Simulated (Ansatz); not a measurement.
Mg2Ge (model structure, started from the CdI2 type, P-3m1, No. 164, 3 atoms in the cell)

Calculation: PBEsol in Ansatz (PAW).

Numerical settings: plane-wave cutoff 500 eV, 12×12×6 k mesh (along the axes of the cell as run), Fermi–Dirac smearing 0.05 eV, scalar-relativistic PAW data made under PBE.

Cell (relaxed at this level):

```
CELL_PARAMETERS angstrom
      3.21060     0.00000     0.00000
     -1.60530     2.78046     0.00000
      0.00000     0.00000     6.87029
ATOMIC_POSITIONS crystal
  Ge 0.00000 0.00000 0.00000
  Mg 0.33333 0.66667 0.31694
  Mg 0.66667 0.33333 0.68306
```

| Quantity | Value |
|---|---|
| band gap | none |

Note: the relaxation could raise the start's symmetry but not lower it, so the cell can be a saddle point.

Spin–orbit coupling is not included.

Computed values are for the static lattice.

A model structure was made by putting elements into a prototype or built by hand; it is no filed structure, need not be a known phase, and can be a saddle point held by its symmetry.

Ansatz is a first-principles code.
